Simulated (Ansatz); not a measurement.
Input and output of a zone-centre phonon calculation for Si (Fd-3m, 2 atoms in the cell) (Ansatz, a first-principles code).

Method: PBE (plane waves, PAW; Ansatz).

```
Si
1.0
    0.00000     2.72566     2.72566
    2.72566     0.00000     2.72566
    2.72566     2.72566     0.00000
Si
2
Direct
  0.25000   0.25000   0.25000
  0.00000   0.00000   0.00000
```

Reference input (self-consistent single point, DFT, PBE, plane waves, default PAW files): kpoints.mp_grid.grid = 8 8 8; hamiltonian.xc = pbe; hamiltonian.pseudopotentials = {kind: paw} (the program's default PAW files); scf.occupations.method = fermi_dirac; scf.occupations.width = 0.02 eV. This run's input differs from it in these lines:

```diff
@@ -15,6 +15,4 @@
   occupations: { method: fermi_dirac, width: 0.02 eV }
-output:
-  forces: true
-  eigenvalues: true
-  stress: true
+phonons:
+  method: dfpt
```

Log, with long lists cut:

```
SCF iter   1: F=—  HF=-1271.614838 eV  |F-HF|=—  |Δ(HF+E_count)|=         —  Δρ=1.17e-3  dr2=3.18e-4  ethr=1.77e-3  ⟨swp⟩=6.3  Hψ=4259  notcnv=0
all-band conjugate gradients solve this SCF's bands
preconditioner: auto → none
SCF iter   2: F=—  HF=-1271.615198 eV  |F-HF|=—  |Δ(HF+E_count)|=   3.60e-4  Δρ=4.86e-4  dr2=5.01e-5  ethr=3.97e-6  ⟨swp⟩=2.1  Hψ=1212  notcnv=0
SCF iter   3: F=—  HF=-1271.615244 eV  |F-HF|=—  |Δ(HF+E_count)|=   4.57e-5  Δρ=9.39e-5  dr2=2.25e-6  ethr=6.26e-7  ⟨swp⟩=2.0  Hψ=708  notcnv=0
SCF iter   4: F=—  HF=-1271.615245 eV  |F-HF|=—  |Δ(HF+E_count)|=   1.26e-6  Δρ=1.75e-5  dr2=9.13e-8  ethr=2.81e-8  ⟨swp⟩=2.0  Hψ=708  notcnv=0
SCF iter   5: F=—  HF=-1271.615246 eV  |F-HF|=—  |Δ(HF+E_count)|=   8.17e-7  Δρ=2.17e-6  dr2=8.33e-10  ethr=1.14e-9  ⟨swp⟩=2.0  Hψ=708  notcnv=0
SCF iter   6: F=—  HF=-1271.615246 eV  |F-HF|=—  |Δ(HF+E_count)|=  8.17e-10  Δρ=2.26e-7  dr2=1.30e-11  ethr=1.04e-11  ⟨swp⟩=2.9  Hψ=736  notcnv=0
SCF iter   7: F=-1271.615246 eV  HF=-1271.615246 eV  |F-HF|=4.55e-13  |Δ(HF+E_count)|=  1.36e-12  Δρ=7.56e-8  dr2=1.41e-12  ethr=1.00e-12  ⟨swp⟩=5.0  Hψ=1607  notcnv=0
SCF 1 converged in 7 iterations: F = -1271.615246 eV  dr2 = 1.41e-12
DFPT response loops at Γ: preconditioner auto → none (the input reference at scf.mixing.eps_inf says where Resta's filter doesn't serve); β = 0.50 …
Free energy (F): -1271.615246 eV
Internal energy: -1271.615246 eV  (E = F + TS)
E sigma→0 (E₀):  -1271.615246 eV
Fermi energy:    6.421050 eV
--- Phonons (Γ-DFPT): 1 representative perturbation + reference, on 59 of 512 k-points (Σ response iterations 3) ---
  k mesh reduced under 8 symmetry operations, with k and −k counted as one. Each operation leaves every solved displacement unchanged or reverses it
  ASR residual: 2.331e-6 → 0.000e0 eV/Å²; symmetrization residual: 8.882e-15 eV/Å²
  ASR residual per site (eV/Å²): 2.33e-6 2.33e-6
  Γ frequencies (cm⁻¹): 0.00 0.00 0.00 508.08 508.08 508.08
  non-analytic LO–TO correction: not included (Born effective charges unavailable; polar crystals: no LO–TO splitting at Γ)
```

The run converged in 7 iterations. 

Summary of the result:
- Free energy E − TS (on the zero of these files) = -1271.6152 eV
- Gap on the k-point mesh = 0.63 eV
- Zone-centre frequencies (cm⁻¹; negative means imaginary) = 0, 0, 0, 508, 508, 508

The starting cell comes from a database of computed structures (which also holds hypothetical and non-ambient phases and stackings), without a prior relaxation at this level. Its lattice was rescaled by a random factor within 2.5 % of one.

Keys are those of Ansatz 0.2.
